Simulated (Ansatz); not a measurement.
We consider NH4Br (P-43m, No. 215, 6 atoms in the cell; start COD 1008127), described by G0W0@PBEsol in Ansatz (plane waves, hard PAW, contour deformation, complete-basis limit).

Settings: largest k mesh 6×6×6 (not extrapolated in the mesh).

Cell (measured lattice):

```cif
data_H4BrN
_chemical_formula_sum 'N1 Br1 H4'
_space_group_name_H-M_alt 'P-43m'
_space_group_IT_number 215
_space_group_name_Hall 'P -4 2 3'
_cell_length_a 4.00000
_cell_length_b 4.00000
_cell_length_c 4.00000
_cell_angle_alpha 90.000
_cell_angle_beta 90.000
_cell_angle_gamma 90.000
loop_
_atom_site_label
_atom_site_type_symbol
_atom_site_symmetry_multiplicity
_atom_site_Wyckoff_symbol
_atom_site_fract_x
_atom_site_fract_y
_atom_site_fract_z
_atom_site_occupancy
N1 N 1 a 0.00000 0.00000 0.00000 1
Br1 Br 1 b 0.50000 0.50000 0.50000 1
H1 H 4 e 0.14800 0.14800 0.14800 1
```

What does this level give for the band gap?


- band gap = 6.62 eV (indirect)

Note: the file's cell can be that of a phase stable at another temperature; cell and atoms aren't relaxed at this level; the gap holds a correction of +0.17 eV to the complete basis.

Spin–orbit coupling is not included.

Static lattice: no zero-point or thermal effects.

Ansatz is a quantum-chemistry and plane-wave program.
